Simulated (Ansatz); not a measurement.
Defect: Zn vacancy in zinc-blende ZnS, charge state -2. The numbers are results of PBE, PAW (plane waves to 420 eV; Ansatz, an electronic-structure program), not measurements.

Settings: 64 host sites, the relaxed PBE lattice, the Γ point alone, smearing 0.01 eV, spin-restricted, no image-charge correction. Energies are static. The charge state is imposed; whether it is stable for some Fermi level was not computed. Forms of the defect that were not tried may lie lower.

Barriers: single points on a 2×2×2 k-point mesh shifted by half a step at the bands' geometries.

Relaxed starting cell (atoms counted from 1):

```xyz
63
Lattice="10.8872 0.0000 0.0000 0.0000 10.8872 0.0000 0.0000 0.0000 10.8872" Properties=species:S:1:pos:R:3 pbc="T T T"
Zn    -0.0003    -0.0008     5.4493
Zn    -0.0008     5.4436     0.0056
Zn     0.0008     5.4429     5.4496
Zn     5.4442    -0.0015     0.0056
Zn     5.4437    -0.0001     5.4485
Zn     5.4442     5.4430     0.0054
Zn     5.4437     5.4430     5.4488
S      1.3612     1.3606     4.0803
S      1.3293     1.3277     9.5641
S      1.3612     6.7984     4.0934
S      1.3606     6.8120     9.5309
S      6.8000     1.3600     4.0932
S      6.8124     1.3600     9.5309
S      6.8051     6.8039     4.0873
S      6.8001     6.7987     9.5320
Zn    -0.0595     2.6702     2.6766
Zn     0.0595     2.6694     8.2220
Zn     0.0617     8.2161     2.6769
Zn    -0.0605     8.2159     8.2208
Zn     5.4432     2.7107     2.7169
Zn     5.4454     2.7104     8.1814
Zn     5.4455     8.1750     2.7165
Zn     5.4424     8.1743     8.1806
S      1.3613     4.0742     1.3664
S      1.3606     4.0862     6.8056
S      1.3295     9.5581     1.3339
S      1.3618     9.5256     6.8177
S      6.8003     4.0868     1.3656
S      6.8051     4.0815     6.8104
S      6.8128     9.5252     1.3670
S      6.7989     9.5256     6.8042
Zn     2.6714    -0.0599     2.6766
Zn     2.6717     0.0592     8.2215
Zn     2.7118     5.4410     2.7169
Zn     2.7110     5.4441     8.1815
Zn     8.2171     0.0596     2.6767
Zn     8.2157    -0.0623     8.2206
Zn     8.1766     5.4442     2.7166
Zn     8.1758     5.4405     8.1813
S      4.0753     1.3605     1.3669
S      4.0878     1.3600     6.8048
S      4.0875     6.7987     1.3657
S      4.0821     6.8040     6.8104
S      9.5588     1.3281     1.3343
S      9.5257     1.3606     6.8180
S      9.5260     6.8126     1.3669
S      9.5268     6.7986     6.8052
Zn     2.6714     2.6702    -0.0541
Zn     2.7117     2.7107     5.4470
Zn     2.6712     8.2153     0.0647
Zn     2.7118     8.1753     5.4505
Zn     8.2160     2.6692     0.0650
Zn     8.1759     2.7110     5.4507
Zn     8.2162     8.2159    -0.0551
Zn     8.1755     8.1748     5.4475
S      4.0826     4.0812     4.0874
S      4.0877     4.0869     9.5322
S      4.0877     9.5261     4.0927
S      4.0753     9.5246     9.5312
S      9.5274     4.0871     4.0930
S      9.5259     4.0737     9.5316
S      9.5260     9.5247     4.0804
S      9.5588     9.5584     9.5638
```
Cell charge -2.

End state 1 differs by these moves (Å; atoms that move under 0.08 Å are left out):

```json
[
 {"atom": "1", "element": "Zn", "Δx": "-0.06", "Δy": "-0.05", "Δz": "-0.05"},
 {"atom": "2", "element": "Zn", "Δx": "-0.06", "Δy": "0.05", "Δz": "0.06"},
 {"atom": "3", "element": "Zn", "Δx": "0.06", "Δy": "0.05", "Δz": "-0.05"},
 {"atom": "16", "element": "Zn", "Δx": "0.06", "Δy": "0.05", "Δz": "0.05"},
 {"atom": "17", "element": "Zn", "Δx": "-0.06", "Δy": "0.05", "Δz": "-0.05"},
 {"atom": "18", "element": "Zn", "Δx": "0.00", "Δy": "2.62", "Δz": "-2.62"},
 {"atom": "19", "element": "Zn", "Δx": "0.06", "Δy": "-0.06", "Δz": "-0.04"},
 {"atom": "26", "element": "S", "Δx": "0.00", "Δy": "-0.07", "Δz": "0.07"},
 {"atom": "33", "element": "Zn", "Δx": "0.04", "Δy": "-0.07", "Δz": "-0.05"},
 {"atom": "34", "element": "Zn", "Δx": "-0.04", "Δy": "0.05", "Δz": "0.08"},
 {"atom": "36", "element": "Zn", "Δx": "0.00", "Δy": "-0.11", "Δz": "0.11"},
 {"atom": "48", "element": "Zn", "Δx": "0.04", "Δy": "0.05", "Δz": "0.07"},
 {"atom": "51", "element": "Zn", "Δx": "-0.04", "Δy": "-0.07", "Δz": "-0.05"},
 {"atom": "54", "element": "Zn", "Δx": "0.00", "Δy": "-0.11", "Δz": "0.12"}
]
```

Problem. Give the forward and backward barriers to end state 1 at the level PBE, PAW.

Solution. forward 1.27 eV, backward 1.27 eV; at the saddle point atom 18 has neighbours S at 2.22, 3 S at 2.69, S at 2.69 Å. The program found a first-order saddle point.
